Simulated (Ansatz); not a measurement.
Consider an 8-atom supercell of SnO in the litharge type structure (space group P4/nmm, No. 129; layered, stacked along the Cartesian z axis) at its relaxed geometry.

```
SnO
1.0
    3.79339    -3.79339     0.00000
    0.00000     3.79339    -4.76431
    0.00000     3.79339     4.76431
Sn O
4 4
Cartesian
  1.89669   0.00000   1.14624
  1.89669   3.79339   1.14624
  0.00000   5.69008  -1.14624
  0.00000   1.89669  -1.14624
  0.00000   0.00000   0.00000
  0.00000   3.79339   0.00000
  1.89669   1.89669   0.00000
  1.89669  -1.89669   0.00000
```

Method: r2SCAN+rVV10, PAW, 500 eV (Ansatz, a quantum-chemistry and plane-wave program; scalar-relativistic without spin-orbit coupling).

For the base:

- Pressure: 0.0 GPa

Modification: one Sn atom is replaced by Cu, atoms relaxed at fixed cell, starting from a slightly rattled geometry.

Tabulated Pauling electronegativity and covalent radius: Sn 1.96, 1.39 Å; Cu 1.90, 1.32 Å.

Problem. What happens to the shift of the substituted atom off its lattice site and pressure?

Solution. The shift of the substituted atom off its lattice site amounts to 0.80 Å; the pressure goes from zero to -1.1 GPa.

In so small a cell the defect repeats every few ångströms: this is an ordered compound, not a dilute defect. The mesh was chosen for an insulator and is coarse for the gapless case. No Hubbard U is applied and the magnetic state is the run's own (CuSn3O4 not spin-polarised); small cells can't hold the antiferromagnetic order that many such compounds have, so gaps and moments can be off. All final runs are without spin polarisation. The defect cell is not spin-polarised.
